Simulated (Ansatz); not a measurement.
We consider antifluorite K2S, described by LDA (PAW; Ansatz, an electronic-structure program).

Numerical settings: plane-wave cutoff 520 eV, 8×8×8 k mesh, Fermi–Dirac smearing 0.01 eV, scalar-relativistic PAW data made under PBE.

Pressure at four volumes; x = ln(V/30.966 Å³). One pressure is withheld.

```json
[
 {"V (Å³/atom)": "29.108", "x": "-0.0619", "P (GPa)": "1.684"},
 {"V (Å³/atom)": "30.966", "x": "0.0000", "P (GPa)": "0.010"},
 {"V (Å³/atom)": "32.204", "x": "0.0392", "P (GPa)": "-0.838"},
 {"V (Å³/atom)": "32.824", "x": "0.0583", "P (GPa)": "?"}
]
```

**Question.** Pass a parabola P(x) through the three rows shown, estimate the bulk modulus and its pressure derivative near zero pressure, and predict the withheld pressure.

**Answer.** Slopes between the rows: (0.010 − (1.684))/(0.0000 − (-0.0619)) = -27.04 and (-0.838 − (0.010))/(0.0392 − (0.0000)) = -21.63 GPa. Their difference over the span 0.1011 is c = 5.41/0.1011 = 53.5 GPa, so P(x) = 1.684 + (-27.04)(x − (-0.0619)) + 53.5 (x − (-0.0619))(x − (0.0000)). At the middle row B = −dP/dx = −[-27.04 + 53.5 × 0.0619] = 23.7 GPa, and B′ = dB/dP = 2c/B = 4.5. At x = 0.0583 the parabola gives -1.191 GPa; the run gives -1.197 GPa. The Birch–Murnaghan fit to the energies at all volumes has B0 = 23.5 GPa and B′ = 4.4.
